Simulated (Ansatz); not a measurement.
Base system: BAs in the zinc blende structure (space group F-43m, No. 216; a = 4.7322 Å). Axes: x, y, z lie along the cube axes.

Level of theory: LDA (Ansatz, a quantum-chemistry and plane-wave program, PAW, scalar-relativistic without spin-orbit coupling).

Before the change:

| Item | Result |
|---|---|
| Band gap | 1.11 eV |

One thing is altered: compressive biaxial strain of 0.50 % in the plane normal to [001], as in epitaxy on a mismatched substrate; the out-of-plane cell vector and the atoms relax.

**Question.** Estimate the effect on the band gap.

**Answer.** The band gap shrinks by 0.064 eV, from 1.11 eV to 1.04 eV.

Stability against distortions was not tested.
